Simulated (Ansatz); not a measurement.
Partial pair distribution functions of a relaxed model of amorphous Ti20O43Sb2, broadened by 0.06 Å; density 3.70 g/cm³. Calculation: PBE, scalar-relativistic without spin-orbit coupling (plane waves to 420 eV, PAW; Ansatz, a first-principles code).

A CHGNet melt-quench gave the starting glass, which DFT then relaxed. O atoms were pushed apart under 1.9 Å during the dynamics, to hinder bonds among them. The hot cell started wider than the set density and was brought back towards it in steps. It is the lowest in DFT energy of 2 quenches. It is a model cell: composition and starting density were chosen by hand, and all elements were melted together. No dispersion term was used. Its density started from a set value of 3.81 and ended at 3.70 g/cm³. Cooling (nominally 300 K/ps over its main leg) ran many orders faster than in experiment, which tends to leave more defects and strain. One small periodic cell is one sample of the glass; other quenches scatter about these values. Volume and shape were free in the relaxation.

```csv
r (Å),g Ti-O,g O-Sb,g Ti-Ti,g O-O
1.55,0.00,0.00,0.00,0.00
1.65,0.21,0.00,0.00,0.00
1.75,2.91,0.00,0.00,0.00
1.85,7.15,0.09,0.00,0.00
1.95,6.00,2.27,0.00,0.00
2.05,2.93,5.27,0.00,0.00
2.15,1.49,1.98,0.00,0.00
2.25,0.70,1.96,0.00,0.03
2.35,0.40,0.84,0.00,0.22
2.45,0.17,0.34,0.00,0.95
2.55,0.06,0.85,0.00,1.51
2.65,0.06,0.75,0.00,1.99
2.75,0.16,0.39,0.03,2.70
2.85,0.17,0.34,0.83,3.05
2.95,0.18,1.17,1.98,2.73
3.05,0.32,0.32,0.79,1.61
3.15,0.38,0.36,1.50,0.94
3.25,0.37,0.48,2.64,1.01
3.35,0.53,0.70,2.28,0.95
3.45,0.54,1.01,2.04,0.80
3.55,0.71,1.24,2.46,0.77
3.65,1.10,1.28,2.27,0.71
3.75,1.36,1.15,1.43,0.86
3.85,1.15,0.45,0.71,0.78
3.95,1.31,0.42,0.51,0.61
4.05,1.49,0.87,0.34,0.55
4.15,1.59,1.54,0.31,0.74
4.25,1.69,0.94,0.33,0.60
4.35,1.78,1.77,0.97,0.47
4.45,1.39,1.19,1.05,0.58
4.55,1.13,1.07,1.03,0.64
4.65,1.08,1.48,0.58,0.72
```

Within 2.54 Å each Ti has 5.30 O neighbours on average.
